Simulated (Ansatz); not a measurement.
Os under load (space group P6_3/mmc), Ansatz (a quantum-chemistry and plane-wave program) with PBEsol, DFPT electron-phonon coupling, linearised Boltzmann equation. Condition of this run: hydrostatic pressure 30 GPa (the target of the relaxation). Phonon-limited resistivity 4.00 μΩ·cm at 300 K along z (a = (2.67, 0.00, 0.00) Å; b = (-1.34, 2.31, 0.00) Å; c = (0.00, 0.00, 4.23) Å), 5.51 μΩ·cm at 400 K, current-weighted mean free path 11.1 nm, Drude plasma energy 10.06 eV.

### Question
Estimate the electronic thermal conductivity at 300 K by the Wiedemann-Franz law (L₀ = 2.44×10⁻⁸ W·Ω/K²).

### Answer
L₀T/ρ = 2.44×10⁻⁸ × 300/(4.00×10⁻⁸) = 183 W/(m·K). Inelastic scattering puts the true Lorenz number somewhat under L₀ near and below the Debye temperature.

### Question
What temperature coefficient of resistance follows, and how does it compare with 1/T?

### Answer
(ρ₄₀₀ − ρ₃₀₀)/(100 K × ρ₃₀₀) = 3.77×10⁻³ K⁻¹, against 1/T = 3.33×10⁻³ K⁻¹ for a resistivity proportional to T. It lies higher because phonons are still being populated at 300 K; impurities would add a constant and lower it.

### Question
What Drude relaxation time do resistivity and plasma energy imply?

### Answer
ω_p = 1.53e16 s⁻¹, so τ = 1/(ε₀ ω_p² ρ) = 12.1 fs, a damping ħ/τ of 54.5 meV.

A metal at this level (no band gap). Only scattering by harmonic phonons is included (no impurities, grain boundaries, electron-electron scattering or thermal expansion). Spin-orbit coupling is left out, which matters with elements this heavy. Halving the electron mesh (36x36x20) moves the resistivity by up to 1 % at 300 K, the mean free path by up to 1 %. Smearing 0.20 eV; phonons on a 6x6x3 q mesh, which this run doesn't test.
